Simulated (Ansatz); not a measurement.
Given:

End structure of C on the 1x1 (0001) surface of hcp Co, ferromagnetic, one in a 2x1 cell, started at the site 'bridge Co-Co (span 2.5 Å)':

```
CELL_PARAMETERS angstrom
      4.98583     0.00000     0.00000
     -1.24646     2.15893     0.00000
      0.00000     0.00000    25.50000
ATOMIC_POSITIONS crystal
  Co 0.33333 0.33333 0.38286
  Co 0.83333 0.33333 0.38286
  Co 0.16667 0.66667 0.45946
  Co 0.66667 0.66667 0.45946
  Co 0.33117 0.33117 0.53936
  Co 0.83118 0.33118 0.53917
  Co 0.16041 0.66041 0.62119
  Co 0.67892 0.67892 0.61732
  C  0.35719 0.35719 0.65881
```

Set-up: 9 atoms, 6.0 Å thick at the start under the adsorbate (thin: gaps and levels are the slab's own); mesh 7x14x1; 0.1 eV smearing; dipole correction on; 4 atoms held, the rest relaxed; start symmetry kept, larger cells not searched; spin-polarised, no spin-orbit, no U, no dispersion correction. At the end it is bonded to 3 Co. In PBE it is, or lies within 0.03 eV of, the lowest of the starts that converged.

A negative adsorption energy means that the adsorbate is more stable on the surface than in its reference.

Q: What work function of the top face does Ansatz (a quantum-chemistry and plane-wave program) with PBE give?

A: 5.82 eV

Q: Give the adsorption energy against an atom of graphite at the level PBE.

A: 1.49 eV

Q: What is the computed change of the work function (PBE)?

A: 0.84 eV

Q: What is the computed change of the step from the bottom to the top vacuum level, against the clean slab (PBE)?

A: 0.85 eV
